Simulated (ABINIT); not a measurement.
A self-consistent single point of TaN (Fm-3m, 2 atoms in the cell) with ABINIT.

Computed with PBE, spin-orbit coupling, norm-conserving pseudopotentials (PseudoDojo nc-fr-04 PBE standard) (plane waves; ABINIT).

```
CELL_PARAMETERS angstrom
      0.00000     2.21132     2.21132
      2.21132     0.00000     2.21132
      2.21132     2.21132     0.00000
ATOMIC_POSITIONS crystal
  Ta 0.50000 0.50000 0.50000
  N  0.00000 0.00000 0.00000
```

Reference input (self-consistent single point, DFT, PBE, plane waves, norm-conserving pseudopotentials (PseudoDojo nc-sr-05 PBE standard)): pseudos = [Ta.upf, N.upf]; ecut = 42 Ha; ixc = 11; occopt = 7; tsmear = 0.2 eV; ngkpt = 9 9 9; nshiftk = 1; shiftk = 0 0 0; potentials = PseudoDojo nc-sr-05 PBE standard; nband = 14; kptopt = 1; nstep = 80. This run's input differs from it in these lines:

```diff
@@ -1,2 +1,2 @@
-# TaN, PseudoDojo nc-sr-05 PBE standard
+# TaN, PseudoDojo nc-fr-04 PBE standard
 pp_dirpath "./"
@@ -17,5 +17,7 @@
 ixc 11
+nspinor 2
+nspden 1
 occopt 7
 tsmear 0.2 eV
-nband 14
+nband 30
 kptopt 1
```

Its files differ too (potentials: PseudoDojo nc-sr-05 PBE standard → PseudoDojo nc-fr-04 PBE standard).

Log, with long lists cut:

```
--- !BeginCycle
solver: {iscf: 7, nstep: 80, nline: 4, wfoptalg: 0, }
tolerances: {toldfe: 1.00E-09, }
...

     iter   Etot(hartree)      deltaE(h)  residm     vres2
 ETOT  1  -75.489213771074    -7.549E+01 1.783E-01 7.997E+02
 ETOT  2  -75.359509709348     1.297E-01 2.039E-02 1.564E+03
 ETOT  3  -75.667653148921    -3.081E-01 4.906E-02 6.225E+00
 ETOT  4  -75.669250919163    -1.598E-03 8.184E-03 4.994E-02
 ETOT  5  -75.669260892993    -9.974E-06 1.864E-03 6.247E-03
 ETOT  6  -75.669261727948    -8.350E-07 4.390E-03 1.267E-04
 ETOT  7  -75.669261744757    -1.681E-08 1.473E-03 5.065E-06
 ETOT  8  -75.669261745618    -8.617E-10 5.050E-03 6.962E-08
 ETOT  9  -75.669261745628    -9.678E-12 7.540E-04 8.348E-12
 At SCF step    9, etot is converged :
  for the second time, diff in etot=  9.678E-12 < toldfe=  1.000E-09

 Cartesian components of stress tensor (hartree/bohr^3)
  sigma(1 1)=  3.72571969E-05  sigma(3 2)=  0.00000000E+00
  sigma(2 2)=  3.72571969E-05  sigma(3 1)=  0.00000000E+00
  sigma(3 3)=  3.72571969E-05  sigma(2 1)=  0.00000000E+00

 ----iterations are completed or convergence reached----

 reduced coordinates (array xred) for    2 atoms
       0.500000000000      0.500000000000      0.500000000000
       0.000000000000      0.000000000000      0.000000000000
 cartesian forces (eV/Angstrom) at end:
    1     -0.00000000000000    -0.00000000000000    -0.00000000000000
    2     -0.00000000000000    -0.00000000000000    -0.00000000000000
 frms,max,avg= 0.0000000E+00 0.0000000E+00   0.000E+00  0.000E+00  0.000E+00 e/A
   [... lines left out ...]
 Fermi (or HOMO) energy (hartree) =   0.58924   Average Vxc (hartree)=  -0.50630
 Fermi (or HOMO) energy (eV) =  16.03405   Average Vxc (eV)= -13.77718
   [... lines left out ...]
total_energy        : -7.56692617456281E+01
total_energy_eV     : -2.05906532776310E+03
band_energy         : -5.36181165197564E+00
...

-Cartesian components of stress tensor (GPa)         [Pressure= -1.0961E+00 GPa]
- sigma(1 1)=  1.09614439E+00  sigma(3 2)=  0.00000000E+00
- sigma(2 2)=  1.09614439E+00  sigma(3 1)=  0.00000000E+00
- sigma(3 3)=  1.09614439E+00  sigma(2 1)=  0.00000000E+00

 Calculation completed.
```

The run converged in 9 iterations. Against the reference run the pressure goes from -1.48 to -1.10 GPa.

The starting cell comes from a database of computed structures (which also holds hypothetical and non-ambient phases and stackings), without a prior relaxation at this level.

Cost on one core of a shared machine: roughly 4 min.
